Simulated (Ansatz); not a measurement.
Cs2AgBiBr6: energy against strain

Cs2AgBiBr6 (Fm-3m, 35.005 Å³/atom and stress up to 0.01 GPa in the relaxed cell) under an equal strain ε in the (111) plane with the normal axis free, as in a coherent film. PBEsol in Ansatz, a plane-wave DFT program (PAW, default set), 420 eV, 5×5×5 Γ-centred mesh, Fermi-Dirac smearing 0.05 eV; ions are relaxed, or left where forces stay under 0.02 eV/Å, within the symmetry of each cell.

Here s stands for strain and y for E less E0.

| strain (%) | E less E0 (meV/atom) |
|---|---|
| -2.50 | ? |
| -1.25 | 1.10 |
| -0.63 | 0.27 |
| 0.00 | 0.00 |
| 0.63 | 0.27 |
| 1.25 | 1.06 |

Q: Fit y against s with a parabola, and predict the withheld value at s = -2.50.

A: Least squares gives y = -0.003 - 0.0128·s + 0.6928·s². Residuals (row less fit): 0.004, -0.010, 0.003, 0.006, -0.004; standard error 0.009 (degrees of freedom: 2). The quadratic coefficient over the volume, 0.6928 meV × 10⁴ × 0.1602 / 35.005 Å³, is the biaxial elastic modulus of this plane = 31.7 ± 0.3 GPa (± standard error of the fit, which holds the terms cut off). At the withheld row, y = -0.003 - 0.0128 × (-2.50) + 0.6928 × (-2.50)² = 4.359 meV/atom. The calculation gives 4.55 meV/atom, 0.191 meV/atom above the prediction (4.2 % of the range of y in the table). The row lies outside the fitted rows, so this is an extrapolation. From the scatter of the fitted rows alone, a prediction at this place has a standard error of 0.039 meV/atom, so the miss is 4.9 times that.

A polynomial of degree 3 through the 8 other runs of the series gives 4.53 there, so most of the miss is curvature that the fit leaves out. The primitive cell can neither tilt nor turn polar against its symmetry, as such crystals can under strain. The start is a measured cell from the literature; how it stands against other phases or cation orders wasn't checked. Spin-orbit coupling is left out, which can shift these values for the heavy elements here. Rows are the converged runs of the series near zero and its far end; series whose fitted rows scatter by over a few per cent of the range, as at a crossing or softening among them, aren't shown in this form, nor equations of state whose B0' disagrees with the runs' pressures. Most that stay on the fit to the last digits aren't either.
